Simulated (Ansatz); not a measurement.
The reference is ZnCu2SnS4 (space group I-4, No. 82).

```
ZnCu2SnS4
1.0
   -2.73414     2.73414     5.46751
    2.73414    -2.73414     5.46751
    2.73414     2.73414    -5.46751
Cu Zn Sn S
2 1 1 4
Cartesian
  0.00000   0.00000   0.00000
  0.00000   2.73414   2.73376
  2.73414   0.00000   2.73376
  0.00000   0.00000   5.46751
  1.45612  -1.41267   6.88246
  1.32146   1.27802  -1.41495
  1.27802   4.14681   1.41495
  1.41267   1.45612   4.05256
```

Cartesian axes are those of the cell as printed.

Computed with PBE (Ansatz, a program for electronic structure), no spin-orbit coupling.

Strains are applied to the cell and any free atomic positions relax; under biaxial strain the out-of-plane vector relaxes too.

One change was made to it. Results:

```csv
quantity,base,after
energy relative to the base (free energy F),0 meV/atom,+2.3 meV/atom
shortest interatomic distance,2.317 Å,2.328 Å
"pressure (mean of the normal stresses, compression positive)",0.0 GPa,-0.8 GPa
```

Problem. What was done to the base?
(A) biaxial strain +1.50 %, plane normal [001], relaxed out of plane
(B) biaxial strain +2.25 %, plane normal [001], relaxed out of plane
(C) biaxial strain +0.75 %, plane normal [001], relaxed out of plane

Solution. A, biaxial strain +1.50 %, plane normal [001], relaxed out of plane. For comparison, the energy relative to the base in the other runs: biaxial strain +2.25 %, plane normal [001], relaxed out of plane gives +5.0 meV/atom; biaxial strain +0.75 %, plane normal [001], relaxed out of plane gives +0.6 meV/atom.

No phonon test of stability was made. All final runs are without spin polarisation.
